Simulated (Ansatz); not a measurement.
The reference is HfO2 (space group P4_2/nmc, No. 137).

```yaml
crystal:
  lattice:
    - [3.56707, 0.00000, 0.00000]
    - [0.00000, 3.56707, 0.00000]
    - [0.00000, 0.00000, 5.16596]
  atoms:
    - { symbol: Hf, position: [0.00000, 0.00000, 0.00000] }
    - { symbol: Hf, position: [0.50000, 0.50000, 0.50000] }
    - { symbol: O, position: [0.00000, 0.50000, 0.20010] }
    - { symbol: O, position: [0.00000, 0.50000, 0.70010] }
    - { symbol: O, position: [0.50000, 0.00000, 0.29990] }
    - { symbol: O, position: [0.50000, 0.00000, 0.79990] }
```

Cartesian axes are those of the cell as printed.

Calculations: Ansatz (an electronic-structure program) PBEsol, spin-orbit coupling left out.

Base values:

The band gap is 4.57 eV.

It is then changed as follows: tensor shear ε_xy = −0.91 % (engineering shear γ = -0.0182); the atoms relax in the strained cell.

Task: Predict the new stress and band gap.

Result: The stress (xx, yy, zz, yz, xz, xy; compression positive) comes out as (0.00, 0.00, 0.03, 0.00, 0.00, 3.26) GPa; the band gap falls by 0.03 eV to 4.54 eV.

Spin-orbit coupling, missing from the scalar runs, can matter with Hf. Stability against distortions was not tested. This is not the structure that HfO2 has at room temperature and ambient pressure.
